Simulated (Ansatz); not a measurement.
Reference: WIr3 (P6_3/mmc), PBEsol, DFPT electron-phonon coupling, linearised Boltzmann equation (plane waves, PAW, scalar-relativistic; Ansatz, an electronic-structure program); geometry: relaxed with this functional, without spin-orbit coupling.

```cif
data_Ir6W2
_chemical_formula_sum 'Ir6 W2'
_space_group_name_H-M_alt 'P 1'
_space_group_IT_number 1
_cell_length_a 5.48769
_cell_length_b 5.48769
_cell_length_c 4.38448
_cell_angle_alpha 90.000
_cell_angle_beta 90.000
_cell_angle_gamma 120.000
loop_
_space_group_symop_operation_xyz
  'x, y, z'
loop_
_atom_site_label
_atom_site_type_symbol
_atom_site_fract_x
_atom_site_fract_y
_atom_site_fract_z
_atom_site_occupancy
Ir1 Ir 0.66734 0.83367 0.75000 1
Ir2 Ir 0.33266 0.16633 0.25000 1
Ir3 Ir 0.83367 0.66734 0.25000 1
Ir4 Ir 0.16633 0.33266 0.75000 1
Ir5 Ir 0.16633 0.83367 0.75000 1
Ir6 Ir 0.83367 0.16633 0.25000 1
W1 W 0.66667 0.33333 0.75000 1
W2 W 0.33333 0.66667 0.25000 1
```

The resistivity at 300 K is 16.7 μΩ·cm and the mean free path at 300 K comes out as 7.3 nm. The electron-phonon coupling λ is 0.36 and the logarithmic mean phonon energy is 18.7 meV.

Problem. Replace W by V on the same sites and relax. What happens?

Solution. VIr₃ (P6_3/mmc): volume per atom 14.3 to 13.6 Å³; resistivity at 300 K falls (16.7 μΩ·cm to 12.2 μΩ·cm); mean free path at 300 K rises (7.3 nm to 13.2 nm); electron-phonon coupling λ falls (0.36 to 0.24); logarithmic mean phonon energy stays about the same (18.7 meV to 20 meV).

Problem. Replace W by Nb on the same sites and relax. What happens?

Solution. NbIr₃ (P6_3/mmc): volume per atom 14.3 to 14.6 Å³; resistivity at 300 K falls (16.7 μΩ·cm to 8.7 μΩ·cm); mean free path at 300 K rises (7.3 nm to 17.8 nm); electron-phonon coupling λ falls (0.36 to 0.22); logarithmic mean phonon energy stays about the same (18.7 meV to 19.6 meV).

Problem. Swap Ir for Ru, keeping the structure type. How do these values move?

Solution. WRu3 (P6_3/mmc): volume per atom 14.3 to 13.9 Å³; resistivity at 300 K rises (16.7 μΩ·cm to 25 μΩ·cm); mean free path at 300 K falls (7.3 nm to 3.9 nm); electron-phonon coupling λ rises (0.36 to 0.71); logarithmic mean phonon energy stays about the same (18.7 meV to 18.9 meV).

Moves up to 15 % count as about the same. Metals; harmonic phonons alone scatter; means over directions. The mean free path is weighted by the current that each state carries. Halving the electron mesh moves these values by up to 10 %; q meshes are mostly untested. Spin-orbit coupling is left out.

Computed structure with no diffraction record at hand here (it may be known, metastable or hypothetical): NbIr3 (P6_3/mmc), VIr3 (P6_3/mmc), WIr3 (P6_3/mmc), WRu3 (P6_3/mmc). Treated as nonmagnetic (a ferromagnetic start lost its moment, other orders weren't tried): VIr3 (P6_3/mmc). The missing spin-orbit coupling matters most for NbIr3 (P6_3/mmc), VIr3 (P6_3/mmc), WIr3 (P6_3/mmc), WRu3 (P6_3/mmc).
